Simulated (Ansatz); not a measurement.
Worked example: self-consistent single point of TiRh3 (P4mm, 4 atoms in the cell) in Ansatz (a quantum-chemistry and plane-wave program).

Method: LDA (PW92), harder PAW files (source: ansatz) made with PBE (plane waves; Ansatz).

The change in words: lattice scaled by 0.98; basis.ecutwfc: 420 eV → 890 eV; hamiltonian.pseudopotentials: {kind: paw} (the program's default PAW files) → {kind: paw, source: ansatz}. Reference geometry:
```
CELL_PARAMETERS angstrom
      3.80684     0.00000     0.00000
      0.00000     3.80684     0.00000
      0.00000     0.00000     3.80684
ATOMIC_POSITIONS crystal
  Ti 0.00000 0.00000 0.01313
  Rh 0.50000 0.50000 0.00000
  Rh 0.00000 0.50000 0.50000
  Rh 0.50000 0.00000 0.50000
```

Reference input (self-consistent single point, DFT, LDA (PW92), plane waves, default PAW files made with PBE): basis.ecutwfc = 420 eV; kpoints.mp_grid.grid = 9 9 9; hamiltonian.xc = lda; hamiltonian.pseudopotentials = {kind: paw} (the program's default PAW files); scf.occupations.method = fermi_dirac; scf.occupations.width = 0.1 eV. This run's input differs from it in these lines:

Ansatz 0.2 input:
```diff
@@ -2,12 +2,12 @@
   lattice:
-    - [3.806840, 0.000000, 0.000000]
-    - [0.000000, 3.806840, 0.000000]
-    - [0.000000, 0.000000, 3.806840]
+    - [3.730703, 0.000000, 0.000000]
+    - [0.000000, 3.730703, 0.000000]
+    - [0.000000, 0.000000, 3.730703]
   atoms:
-    - { symbol: Ti, position_ang: [0.000000, 0.000000, 0.049999] }
-    - { symbol: Rh, position_ang: [1.903420, 1.903420, 0.000000] }
-    - { symbol: Rh, position_ang: [0.000000, 1.903420, 1.903420] }
-    - { symbol: Rh, position_ang: [1.903420, 0.000000, 1.903420] }
+    - { symbol: Ti, position_ang: [0.000000, 0.000000, 0.048999] }
+    - { symbol: Rh, position_ang: [1.865352, 1.865352, 0.000000] }
+    - { symbol: Rh, position_ang: [0.000000, 1.865352, 1.865352] }
+    - { symbol: Rh, position_ang: [1.865352, 0.000000, 1.865352] }
 basis:
-  ecutwfc: 420.0
+  ecutwfc: 890.0
 kpoints:
@@ -19,2 +19,3 @@
     kind: paw
+    source: ansatz
 scf:
```

Output (repeated stretches shortened):

```
SCF iter   1: F=—  HF=-21296.106483 eV  |F-HF|=—  |Δ(HF+E_count)|=         —  Δρ=1.84e-1  dr2=2.14e1  ethr=3.10e-3  ⟨swp⟩=5.9  Hψ=10588  notcnv=0
all-band conjugate gradients solve this SCF's bands
preconditioner: auto → Kerker (q_TF=auto, 2.818 Å⁻¹)
SCF iter   2: F=—  HF=-21292.748030 eV  |F-HF|=—  |Δ(HF+E_count)|=    3.36e0  Δρ=8.16e-2  dr2=4.00e0  ethr=3.10e-3  ⟨swp⟩=2.3  Hψ=5613  notcnv=0
   [... lines left out ...]
SCF iter   5: F=—  HF=-21292.077113 eV  |F-HF|=—  |Δ(HF+E_count)|=   2.60e-3  Δρ=7.39e-4  dr2=3.02e-4  ethr=2.73e-5  ⟨swp⟩=2.2  Hψ=3743  notcnv=0
SCF iter   6: F=—  HF=-21292.077057 eV  |F-HF|=—  |Δ(HF+E_count)|=   5.59e-5  Δρ=3.61e-4  dr2=7.13e-5  ethr=4.79e-7  ⟨swp⟩=2.3  Hψ=4457  notcnv=0
SCF iter   7: F=—  HF=-21292.077046 eV  |F-HF|=—  |Δ(HF+E_count)|=   1.09e-5  Δρ=4.32e-5  dr2=1.05e-6  ethr=1.13e-7  ⟨swp⟩=2.3  Hψ=3877  notcnv=0
SCF iter   8: F=-21292.077046 eV  HF=-21292.077046 eV  |F-HF|=3.28e-8  |Δ(HF+E_count)|=   2.72e-7  Δρ=9.68e-6  dr2=5.40e-8  ethr=1.59e-10  ⟨swp⟩=6.6  Hψ=13069  notcnv=0
SCF 1 converged in 8 iterations: F = -21292.077046 eV  dr2 = 5.40e-8
Free energy (F): -21292.077046 eV
Internal energy: -21291.970216 eV  (E = F + TS)
E sigma→0 (E₀):  -21292.023631 eV
Entropy (-TS):   -0.106830 eV (-26.707 meV/atom)
Fermi energy:    21.961512 eV
--- Forces (eV/Å), atoms counted from 1 ---
  atom   1  Ti    -0.00000000     0.00000000    -0.34362995
  atom   2  Rh    -0.00000000     0.00000000     0.03340913
  atom   3  Rh    -0.00000000     0.00000000     0.15510755
  atom   4  Rh     0.00000000     0.00000000     0.15510755
--- Stress (GPa, compression-positive) ---
        9.931928       0.000000       0.000000
        0.000000       9.931928       0.000000
        0.000000       0.000000       9.983331
  P = ⅓ Tr σ = 9.9491 GPa (99.491 kbar)
  The stress holds the Pulay correction. Without it, at fixed plane waves, as pw.x and ABINIT print it: P = 9.9377 GPa
```

The run converged in 8 iterations. Against the reference run the pressure goes from -7.16 to 9.95 GPa and the largest force goes from 0.235 to 0.344 eV/Å.

The starting cell comes from a database of computed structures (which also holds hypothetical and non-ambient phases and stackings), without a prior relaxation at this level. Its lattice was rescaled by up to half a per cent. One atom was moved a little off its site on purpose. For this run, on top of that: lattice scaled by 0.98. Spin polarisation is off. Ansatz's pressure includes its estimate of the finite-basis (Pulay) stress.
